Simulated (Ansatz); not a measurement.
# Habitual settings against a tight run: La2InNi2 (P4/mbm, 10 atoms in the cell)

Self-consistent single point.

```yaml
crystal:
  lattice:
    - [7.43903, 0.00000, 0.00000]
    - [0.00000, 7.43903, 0.00000]
    - [0.00000, 0.00000, 3.77644]
  atoms:
    - { symbol: La, position: [0.17542, 0.67542, 0.50000] }
    - { symbol: La, position: [0.82458, 0.32458, 0.50000] }
    - { symbol: La, position: [0.32458, 0.17542, 0.50000] }
    - { symbol: La, position: [0.67542, 0.82458, 0.50000] }
    - { symbol: In, position: [0.50000, 0.50000, 0.00000] }
    - { symbol: In, position: [0.00000, 0.00000, 0.00000] }
    - { symbol: Ni, position: [0.61998, 0.11998, 0.00000] }
    - { symbol: Ni, position: [0.38002, 0.88002, 0.00000] }
    - { symbol: Ni, position: [0.88002, 0.61998, 0.00000] }
    - { symbol: Ni, position: [0.11998, 0.38002, 0.00000] }
```

Method of the run: PBEsol, PAW files made with PBE (plane waves; Ansatz, a program for electronic structure).

Base settings: basis.ecutwfc = 420 eV; kpoints.mp_grid.grid = 3 3 6; kpoints.mp_grid.shift = 0.5 0.5 0.5; hamiltonian.xc = pbesol; hamiltonian.pseudopotentials = {kind: paw} (the program's default PAW files); scf.occupations.method = fermi_dirac; scf.occupations.width = 0.1 eV.

Tight run (finer mesh or higher cutoff; not a proven limit): basis.ecutwfc: 420 eV → 590 eV; kpoints.mp_grid.grid: 3 3 6 → 5 5 9; scf.convergence.dr2_threshold: default (1e-07 eV) → 1e-09 eV. It gave Fermi level (on the code's own zero) 14.10 eV; pressure 2.68 GPa; largest force (vector length) 0.083 eV/Å.

Quick runs, as changes from the base:
- A: the base itself
- B: basis.ecutwfc: 420 eV → 335 eV; kpoints.mp_grid.grid: 3 3 6 → 2 2 2
- C: kpoints.mp_grid.grid: 3 3 6 → 4 4 4
- D: basis.ecutwfc: 420 eV → 250 eV; kpoints.mp_grid.grid: 3 3 6 → 3 3 3; scf.occupations.width: 0.1 eV → 0.2 eV

Energies are extrapolated to zero smearing width, which holds to low order in the width alone.

The count of work is k-points × plane waves × bands × iterations; it is no time. 

Pressures in the table are Ansatz's without its Pulay estimate, at a fixed set of plane waves; the tight run's value above holds the estimate.

The starting cell comes from a database of computed structures (which also holds hypothetical and non-ambient phases and stackings), without a prior relaxation at this level. Its lattice was rescaled by a random factor within 2.5 % of one. Spin polarisation is off.

| run | energy less tight (meV/atom) | pressure less tight (GPa) | largest miss in a force vector (eV/Å) | count of work / tight |
|---|---|---|---|---|
| A | 2.2 | 0.00 | 0.031 | 0.15 |
| B | 109.6 | -1.39 | 0.166 | 0.012 |
| C | -1.7 | 0.05 | 0.013 | 0.10 |
| D | 1273.7 | -60.92 | 0.189 | 0.043 |

Among the runs at the tight run's level, the energy misses run from 1.7 to 1273.7 meV/atom.

Left out of this page: 2 runs of the series outside the window shown, repeating another row's setting, or not comparable.

Keys are those of Ansatz 0.2.
